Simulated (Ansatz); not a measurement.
NH3 on the 1x1 (110) surface of bcc Ta, one in a 2x2 cell, energies for each (31.2 Å²). Energies are against NH3(g), without zero-point or thermal terms; each row is named by its start.

Computed with PBE (plane waves to 420 eV, PAW; Ansatz, an electronic-structure program).

Set-up: 20 atoms, 6.8 Å thick at the start under the adsorbate (thin: gaps and levels are the slab's own); mesh 5x5x1; 0.1 eV smearing; dipole correction on; 8 atoms held, the rest relaxed; each run with such symmetry as its start has; no spin, no spin-orbit, no U, no dispersion correction.

A negative adsorption energy means that the adsorbate is more stable on the surface than in its reference. Starts that drift may end in the same place. Heights count from the host atoms within 0.3 Å of the top one.

```tsv
starting site	E_ads (eV)	height (Å)	nearest host atom (Å)	bonded to	Δ work function (eV)	lateral drift (Å)
top Ta	-0.77	2.51	Ta 2.32	Ta	-2.14	0.0
hollow Ta-Ta-Ta	-0.77	2.51	Ta 2.33	Ta	-2.15	1.8
bridge Ta-Ta (span 2.9 Å)	-0.77	2.51	Ta 2.33	Ta	-2.14	1.4
bridge Ta-Ta (span 3.3 Å)	-0.77	2.51	Ta 2.33	Ta	-2.14	1.7
```
